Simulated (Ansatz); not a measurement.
For PtC (model structure, P-6m2, No. 187, 2 atoms in the cell), LDA (plane waves, PAW; Ansatz, a quantum-chemistry and plane-wave program) gives:

| Item | Value |
|---|---|
| equilibrium lattice constant a | 2.964 Å |
| c axis length | 2.828 Å |
| bulk modulus B0 | 296 GPa |
| cohesive energy | 6.51 eV/atom |

**Question.** What does r²SCAN (PAW; Ansatz) give for the same quantities?

**Answer.** 
- lattice constant a: 3.005 Å (rises by 1.4 %)
- lattice parameter c: 2.865 Å (rises by 1.3 %)
- bulk modulus: 261 GPa (drops by 12 %)
- cohesive energy: 5.07 eV/atom (decreases by 1.44 eV/atom)

Changes are worked out from the printed values.

Unless a cell is named, each level is at its own relaxed cell (LDA 10.76, r²SCAN 11.20 Å³/atom).

Levels without +SOC leave out spin–orbit coupling, which shifts energies and cells of such heavy elements.

Caveats: the bulk modulus is −V dP/dV from two relaxed cells at ±2 % in volume (LDA, r²SCAN). Ansatz's density-functional and Hartree–Fock values are scalar-relativistic unless marked +SOC, with PAW data made under PBE.

A model structure was made by putting elements into a prototype or built by hand; it is no filed structure, need not be a known phase, and can be a saddle point held by its symmetry.
